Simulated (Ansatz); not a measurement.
Base system: BAs in the zinc blende structure (space group F-43m, No. 216).

```yaml
crystal:
  lattice:
    - [0.00000, 2.39195, 2.39195]
    - [2.39195, 0.00000, 2.39195]
    - [2.39195, 2.39195, 0.00000]
  atoms:
    - { symbol: As, position: [0.75000, 0.75000, 0.75000] }
    - { symbol: B, position: [0.00000, 0.00000, 0.00000] }
```

Method: r2SCAN, PAW, 500 eV (Ansatz, an electronic-structure program; no spin-orbit coupling).

One change was made to it. Results:

```csv
quantity,base,after
band gap,1.38 eV,1.39 eV
smallest direct gap,3.44 eV,3.42 eV
"hole mass (degenerate bands, along [100])","0.21, 0.22, 0.22 mₑ (at Γ)","0.20, 0.22, 0.22 mₑ (at Γ)"
lattice parameter a,478.4 pm,480.7 pm
```

### Question
Which of these changes matches the shifts?
(A) pressure −1 GPa
(B) pressure 3 GPa
(C) pressure −2 GPa

### Answer
C, pressure −2 GPa. For comparison, the hole mass in the other runs: pressure 3 GPa gives 0.22 mₑ (at Γ); pressure −1 GPa gives 0.21, 0.22, 0.22 mₑ (at Γ).

Load acts through the strain it causes; cell and atoms are relaxed under it. Masses are band curvatures over ±0.01 Å⁻¹ around the edge. Whether these cells are dynamically stable was not tested.
